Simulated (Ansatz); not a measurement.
# Input and output of a self-consistent single point for RbBi2 (Fd-3m, 6 atoms in the cell) (Ansatz)

Level of theory: LDA (PW92), default PAW files made with PBE (plane waves; Ansatz, a quantum-chemistry and plane-wave program).

Input as run:

Ansatz 0.2 input:
```yaml
# RbBi2
crystal:
  lattice:
    - [0.000000, 4.786991, 4.786991]
    - [4.786991, 0.000000, 4.786991]
    - [4.786991, 4.786991, 0.000000]
  atoms:
    - { symbol: Rb, position: [0.500000, 0.500000, 0.500000] }
    - { symbol: Rb, position: [0.750000, 0.750000, 0.750000] }
    - { symbol: Bi, position: [0.625000, 0.125000, 0.125000] }
    - { symbol: Bi, position: [0.125000, 0.125000, 0.625000] }
    - { symbol: Bi, position: [0.125000, 0.625000, 0.125000] }
    - { symbol: Bi, position: [0.125000, 0.125000, 0.125000] }
basis:
  ecutwfc: 30.9 Ry
kpoints:
  mp_grid: { grid: [6, 6, 6] }
hamiltonian:
  xc: lda
  pseudopotentials: { kind: paw }
scf:
  occupations: { method: fermi_dirac, width: 0.0073 Ry }
output:
  forces: true
  eigenvalues: true
  stress: true
```

Output, abridged:

```
WARN ansatz: RAYON_NUM_THREADS=1 ignored (pool sized by the plan → 1); use --threads N
Pseudopotentials: kind: paw
Pseudopotential: Rb, paw, valence charge 9
Pseudopotential: Bi, paw, valence charge 15
Crystal: 6 atoms, lattice volume = 219.391 Å³
Basis set: ecut = 420.4159175005146 eV, 4285 PW (Γ)
Bands: 47, of which v1, the nominal top of the filled ones, is band 39 counted from 1 (38 counted from 0)
Symmetry: 48 space group operations
Space group: Fd-3m (ITA 227), of the structure as read, at distance tolerance 6.0e-5 Å
k-points: 16 of 216
PAW frozen core: Rb, regenerated for the run's functional, and the local potential with it
PAW frozen core: Bi, regenerated for the run's functional, and the local potential with it
Initial density: superposition of atomic densities (neutral atoms: chi_scale 0, normalization atom), corrected by the library's trained network
Initial wavefunctions: pseudopotential atomic-orbital guess
Eigensolver: davidson
Functional: x = slater, c = lda
SCF iter   1: F=—  HF=-54687.283294 eV  |F-HF|=—  |Δ(HF+E_count)|=         —  Δρ=3.86e-3  dr2=2.48e-2  ethr=1.77e-3  ⟨swp⟩=8.4  Hψ=3538  notcnv=0  defer=2
all-band conjugate gradients solve this SCF's bands
preconditioner: auto → Resta (q_TF=auto, 2.296 Å⁻¹)
SCF iter   2: F=—  HF=-54687.278259 eV  |F-HF|=—  |Δ(HF+E_count)|=   5.03e-3  Δρ=1.82e-3  dr2=5.06e-3  ethr=3.17e-5  ⟨swp⟩=2.9  Hψ=1472  notcnv=0  defer=1
SCF iter   3: F=—  HF=-54687.277174 eV  |F-HF|=—  |Δ(HF+E_count)|=   1.09e-3  Δρ=2.03e-4  dr2=7.05e-5  ethr=6.48e-6  ⟨swp⟩=2.1  Hψ=1016  notcnv=0  defer=1
SCF iter   4: F=—  HF=-54687.277065 eV  |F-HF|=—  |Δ(HF+E_count)|=   1.09e-4  Δρ=3.47e-5  dr2=5.17e-6  ethr=9.03e-8  ⟨swp⟩=2.1  Hψ=1320  notcnv=0  defer=1
SCF iter   5: F=—  HF=-54687.277065 eV  |F-HF|=—  |Δ(HF+E_count)|=   3.25e-7  Δρ=7.31e-6  dr2=1.70e-7  ethr=6.63e-9  ⟨swp⟩=2.0  Hψ=1382  notcnv=0  defer=1
SCF iter   6: F=-54687.277064 eV  HF=-54687.277064 eV  |F-HF|=3.48e-9  |Δ(HF+E_count)|=   1.41e-8  Δρ=1.77e-6  dr2=1.14e-8  ethr=1.28e-10  ⟨swp⟩=8.8  Hψ=3526  notcnv=0
the last iteration of the SCF fills more bands at one k-point than at another …
SCF 1 converged in 6 iterations: F = -54687.277064 eV  dr2 = 1.14e-8
SCF converged after 6 iterations
Free energy (F): -54687.277064 eV
Harris-Foulkes:  -54687.277064 eV  (|F-HF|=3.48e-9)
Internal energy: -54687.264439 eV  (E = F + TS)
E sigma→0 (E₀):  -54687.270752 eV
Entropy (-TS):   -0.012626 eV (-2.104 meV/atom)
Fermi energy:    8.180873 eV
--- Per-component energies (eV) ---
  E_band       = -626.163467
  E_kinetic    = 1599.904997
  E_local      = -7812.687068  (includes V_loc(G=0)·N_el)
  E_nonlocal   = 2606.842356
  E_hartree    = 2533.737620
  E_xc         = -860.386234
  E_vxc        = -851.767797  (∫ρ·V_xc dr)
  E_paw        = -46458.527517  (= ΣΔE_a)
  E_vpaw       = -1235.934537  (= ΣTr[D̂ρ^β])
  E_aug_tail   = -0.002110  (compensation charges beyond the density's cutoff)
  E_ewald      = -6296.669462
  E_core_change = 0.522979  (= ΣΔE_core)
  E_smearing   = -0.012626  (= −TS)
  E_closure    = 0.000000  (closes the sum)
  Σ components = -54687.277064   (vs F -54687.277064, Δ=0.00e0)
--- Forces (eV/Å), atoms counted from 1 ---
  atom   1  Rb     0.00000000     0.00000000    -0.00000000
   [... zero for the other atoms too ...]
  max |Σ_I F_I| component: 9.25e-18 eV/Å
--- Stress (GPa, compression-positive) ---
       -2.013661       0.000000      -0.000000
        0.000000      -2.013661      -0.000000
       -0.000000       0.000000      -2.013661
  P = ⅓ Tr σ = -2.0137 GPa (-20.137 kbar)
  The stress holds the Pulay correction. Without it, at fixed plane waves, as pw.x and ABINIT print it: P = -2.0287 GPa
--- Band table (eV; the first three rows and the last of 16) ---
  k-point 0: bands = ["-19.3758", "-19.3380", "-14.5243", "-14.4524", "-14.4524", "-14.4524", "-14.4429", "-14.4429", "-14.3183", "-14.3183", "-14.3183", "-14.2880", "-14.2880", "-14.2880", "-14.2772", "-14.2772", "-14.2772", "-14.2688", "-14.2688", [...]
  k-point 1: bands = ["-19.3739", "-19.3399", "-14.5149", "-14.4484", "-14.4478", "-14.4478", "-14.4323", "-14.4323", "-14.3192", "-14.3154", "-14.3154", "-14.3000", "-14.2897", "-14.2897", "-14.2803", "-14.2803", "-14.2772", "-14.2701", "-14.2701", [...]
  k-point 2: bands = ["-19.3692", "-19.3445", "-14.4969", "-14.4448", "-14.4448", "-14.4309", "-14.3948", "-14.3948", "-14.3399", "-14.3139", "-14.3078", "-14.3078", "-14.3044", "-14.3044", "-14.2851", "-14.2851", "-14.2773", "-14.2717", "-14.2717", [...]
  k-point 15: bands = ["-19.3568", "-19.3568", "-14.4461", "-14.4461", "-14.4146", "-14.4146", "-14.3647", "-14.3647", "-14.3504", "-14.3504", "-14.3147", "-14.3147", "-14.3035", "-14.3035", "-14.2888", "-14.2888", "-14.2826", "-14.2826", [...]
```

The run converged in 6 iterations.

The starting cell comes from a database of computed structures (which also holds hypothetical and non-ambient phases and stackings), without a prior relaxation at this level. Its lattice was rescaled by up to half a per cent. Spin-orbit coupling is off. Ansatz's pressure includes its estimate of the finite-basis (Pulay) stress.
